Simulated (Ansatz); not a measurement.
## Al on the C site (Al_C) (4H silicon carbide host)

The numbers are results of PBE, PAW (plane waves to 420 eV; Ansatz, a first-principles code), not measurements. A 3×2×1 supercell of 96 sites was used; the energies come from a 2×2×2 shifted sampling of its zone. Site at the start: the C(k) site. Finite-size correction: monopole term and site-potential alignment. Dielectric constants: PBE linear response of the host. Host gap at this level: 2.23 eV. A cell of this size leaves errors of a few tenths of an eV. PBE underestimates the host's gap, which shifts levels and can delocalise carriers. Spin–orbit coupling is left out. Each state is the lowest found from its start.

Formation energies E_f are given with the Fermi level at the valence-band maximum. Chemical conditions: C-rich (Δμ(C) = 0.00 eV, Δμ(Al) = -0.16 eV, bounded by Al4C3 (R-3m); only phases computed here count, gases as isolated molecules at 0 K). Reference phases: Al: fcc Al, C: graphite.

```
charge         moment (μB)  largest move off a lattice site (Å)  image correction with alignment (eV)  E_f, C-rich (eV)  above the lowest spin state (eV)
------  ------------------  -----------------------------------  ------------------------------------  ----------------  --------------------------------
+1                     2.0                                 0.45                                  0.23              6.58                              0.00
+1      not spin-polarised                                 0.38                                  0.24              6.71                              0.13
0                      1.0                                 0.34                                  0.00              7.38                              0.00
−1      not spin-polarised                                 0.31                                  0.11              8.73                              0.00
```

No other site or start that was run ended lower by more than 0.1 eV.

Transition levels above the valence-band maximum: ε(+1/0) = 0.81 eV; ε(0/−1) = 1.35 eV. On the lower envelope of the bound states, inside the gap: (+1/0) at 0.81 eV; (0/−1) at 1.35 eV.

Flagged in the runs: a host whose relaxation on this sampling wasn't shown to rest, a strain field that reaches the edge of the cell.
